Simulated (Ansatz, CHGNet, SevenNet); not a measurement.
# MoP (P-6m2, No. 187, 2 atoms in the cell; start mp-219): properties by level of theory

```
level (code)     lattice parameter a (Å)  c axis length (Å)
---------------  -----------------------  -----------------
CHGNet 0.3.0                       3.242              3.206
SevenNet-0                         3.249              3.194
SevenNet-l3i5                      3.249              3.195
LDA (Ansatz)                       3.191              3.157
PBE (Ansatz)                       3.241              3.196
PBEsol (Ansatz)                    3.206              3.174
```

Caveats: the relaxation could not lower the start's symmetry, so the cell can be a saddle point above a distorted one (CHGNet 0.3.0, SevenNet-0, SevenNet-l3i5, LDA, PBE, PBEsol). Ansatz's density-functional and Hartree–Fock values are scalar-relativistic unless marked +SOC, with PAW data made under PBE.

Static lattice: no zero-point or thermal effects.

A start named mp-… is a Materials Project structure, which need not be a measured phase.

Ansatz is a quantum-chemistry and plane-wave program.
